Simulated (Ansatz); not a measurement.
## BeSe: uniaxial strain ε_zz = +0.50 %

Start from BeSe in the zinc blende structure (space group F-43m, No. 216; a = 5.129 Å). Axes: x, y, z lie along the cube axes.

The change: the cell is stretched by 0.50 % along z with no lateral relaxation; the atoms relax in the strained cell.

All numbers come from PBEsol/PAW in Ansatz (an electronic-structure program), scalar-relativistic without spin-orbit coupling. Γ-centred 11×11×11 mesh, Fermi–Dirac width 0.05 eV.

The space group becomes I-4m2 (No. 119) (base: F-43m (No. 216)) and the energy hardly moves. The pressure (mean of the normal stresses, compression positive) goes from zero to -0.40 GPa and the band gap hardly moves (2.47 eV against 2.46 eV). The gap character amounts to indirect, Γ → X and the smallest direct gap drops by 0.046 eV, from 4.28 eV to 4.24 eV. The electron mass stays 0.84 mₑ along k, 0.26 mₑ across (at X) and the valence-band top at Γ (three highest levels, from the VBM) becomes 0.00, 0.00, -0.03 eV (base: 0.00, 0.00, 0.00 eV). The valley order (the lowest conduction-band minima on the path, energy above the VBM, named in the base's zone) becomes X along [010] 2.46 eV; X along [001] 2.49 eV (base: X along ⟨100⟩ 2.47 eV) and the stress (xx, yy, zz, yz, xz, xy; compression positive) is (-0.27, -0.27, -0.66, 0.00, 0.00, 0.00) GPa.

Effective masses come from finite differences of ±0.01 Å⁻¹. Along k means along the line from Γ to the band edge. Stability against distortions was not tested. Labels are those of the standard path for the cell's own space group.
